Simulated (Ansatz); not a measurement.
# Hypothetical CdI2 type OsO2, thickness series

Take OsO2 in the CdI2 type structure (space group P-3m1, No. 164; a = 2.765 Å, c = 5.109 Å; a hypothetical phase, not in the database extracts checked; layered, stacked along the Cartesian z axis) as the base.

Free-standing slabs (3 atom(s) a layer) normal to the stacking axis with 15 Å of vacuum; in-plane cell relaxed.

Computed with Ansatz (a first-principles code), PBE-D3(BJ), PAW, cutoff 420 eV, without spin-orbit coupling.

| variant | in-plane lattice parameter a | shortest interatomic distance | thickness between the outermost nuclei |
|---|---|---|---|
| base | 2.765 Å | 2.055 Å | – |
| 1 layer | 2.758 Å | (withheld) | 2.61 Å |
| 2 layers | (withheld) | 2.055 Å | 7.75 Å |
| 3 layers | 2.762 Å | 2.055 Å | 12.86 Å |
| 4 layers | 2.763 Å | 2.054 Å | 17.96 Å |

**Question.** Some entries are withheld; estimate them.

**Answer.** 
- 1 layer, shortest interatomic distance: 2.057 Å
- 2 layers, in-plane lattice parameter a: 2.761 Å

No phonon test of stability was made. No Hubbard U is applied, and correlation can decide whether such a compound is a metal. The final runs are not spin-polarised.
